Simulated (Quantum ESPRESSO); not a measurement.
Quantum ESPRESSO run on GaSb (F-43m, 2 atoms in the cell): self-consistent single point.

Computed with LDA (PZ), PSlibrary ultrasoft (LDA) pseudopotentials (plane waves; Quantum ESPRESSO).

```
GaSb
1.0
    0.00000     3.14195     3.14195
    3.14195     0.00000     3.14195
    3.14195     3.14195     0.00000
Ga Sb
1 1
Cartesian
  0.00000   0.00000   0.00000
  4.71292   4.71292   4.71292
```

Reference input (self-consistent single point, DFT, PBE, plane waves, PSlibrary ultrasoft (PBE) pseudopotentials): ecutwfc = 70 Ry; ecutrho = 420 Ry; occupations = smearing; smearing = gauss; degauss = 0.0073499 Ry; potentials = {Ga: Ga.pbe-dn-rrkjus_psl.1.0.0.UPF, Sb: Sb.pbe-n-rrkjus_psl.1.0.0.UPF}; K_POINTS = automatic 9 9 9 0 0 0; conv_thr = 1e-10 Ry; mixing_beta = 0.3. This run's input differs from it in these lines:

```diff
@@ -24,4 +24,4 @@
 ATOMIC_SPECIES
-Ga    69.7230  Ga.pbe-dn-rrkjus_psl.1.0.0.UPF
-Sb   121.7600  Sb.pbe-n-rrkjus_psl.1.0.0.UPF
+Ga    69.7230  Ga.pz-dn-rrkjus_psl.1.0.0.UPF
+Sb   121.7600  Sb.pz-n-rrkjus_psl.1.0.0.UPF
 CELL_PARAMETERS {angstrom}
```

Output (repeated stretches shortened):

```
     Self-consistent Calculation

     iteration #  1     ecut=    70.00 Ry     beta= 0.30

---- Real-time Memory Report at c_bands before calling an iterative solver
           241 MiB given to the printing process from OS
            72 MiB allocation reported by mallinfo(arena+hblkhd)
------------------

     Threshold (ethr) on eigenvalues was too large:
     Diagonalizing with lowered threshold

---- Real-time Memory Report at c_bands before calling an iterative solver
           276 MiB given to the printing process from OS
            87 MiB allocation reported by mallinfo(arena+hblkhd)
------------------

   [... lines left out ...]

---- Real-time Memory Report at c_bands before calling an iterative solver
           291 MiB given to the printing process from OS
           102 MiB allocation reported by mallinfo(arena+hblkhd)
------------------

     total energy              =    -186.32077773 Ry
     estimated scf accuracy    <          1.4E-09 Ry

     iteration # 21     ecut=    70.00 Ry     beta= 0.30

---- Real-time Memory Report at c_bands before calling an iterative solver
           291 MiB given to the printing process from OS
           102 MiB allocation reported by mallinfo(arena+hblkhd)
------------------
     End of self-consistent calculation

     the Fermi energy is     4.8177 ev

!    total energy              =    -186.32077773 Ry
     estimated scf accuracy    <          7.5E-11 Ry
     smearing contrib. (-TS)   =      -0.00002852 Ry
     internal energy E=F+TS    =    -186.32074922 Ry

     convergence has been achieved in  21 iterations

     Forces acting on atoms (cartesian axes, Ry/au):

     atom    1 type  1   force =     0.00000000    0.00000000   -0.00000000
     atom    2 type  2   force =     0.00000000    0.00000000    0.00000000

     Total force =     0.000000     Total SCF correction =     0.000000

          total   stress  (Ry/bohr**3)                   (kbar)     P=      -49.05
  -0.00033345  -0.00000000  -0.00000000          -49.05       -0.00       -0.00
  -0.00000000  -0.00033345  -0.00000000           -0.00      -49.05       -0.00
  -0.00000000  -0.00000000  -0.00033345           -0.00       -0.00      -49.05

   JOB DONE.
```

The run converged in 21 iterations. Against the reference run the pressure goes from -1.45 to -4.91 GPa. The full log also holds: “c_bands:  3 eigenvalues not converged”. The full log also holds: “c_bands:  1 eigenvalues not converged”.

The starting cell comes from a database of computed structures (which also holds hypothetical and non-ambient phases and stackings), without a prior relaxation at this level. Its lattice was rescaled by a random factor within 2.5 % of one. Spin-orbit coupling is off. With a pressure of about -5 GPa the cell is away from its equilibrium volume at this level. The run gives no clean gap (levels at the Fermi energy touch, overlap or are partly filled at this smearing), which alone does not show that the compound is a metal.

Cost on one core of a shared machine: roughly 5 min.
